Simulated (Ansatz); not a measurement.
Take ZnSnAs$_{2}$ in the chalcopyrite structure (space group I-42d, No. 122) as the base.

```xyz
8
Lattice="-2.9197 2.9197 5.8687 2.9197 -2.9197 5.8687 2.9197 2.9197 -5.8687" Properties=species:S:1:pos:R:3 pbc="T T T"
Sn     0.0000     0.0000     5.8687
Sn     2.9197     0.0000     2.9344
As     1.3093     1.4599     1.4672
As    -1.4599     1.6105     4.4015
As     1.6105     1.4599     7.3359
As     4.3796     1.3093    -1.4672
Zn     0.0000     0.0000     0.0000
Zn     0.0000     2.9197     2.9344
```

Cartesian axes are those of the cell as printed.

Level of theory: PBEsol (Ansatz, a program for electronic structure, PAW, no SOC).

For the base:

The pressure is 0.0 GPa.

The change: tensile biaxial strain of 1.50 % in the plane normal to [001], as in epitaxy on a mismatched substrate; the out-of-plane cell vector and the atoms relax.

Problem. What does the calculation give for the pressure and energy relative to the base after the change?

Solution. The pressure (mean of the normal stresses, compression positive) goes from zero to -0.8 GPa; the energy goes up by 3.0 meV/atom.

Whether these cells are dynamically stable was not tested. All final runs are without spin polarisation.
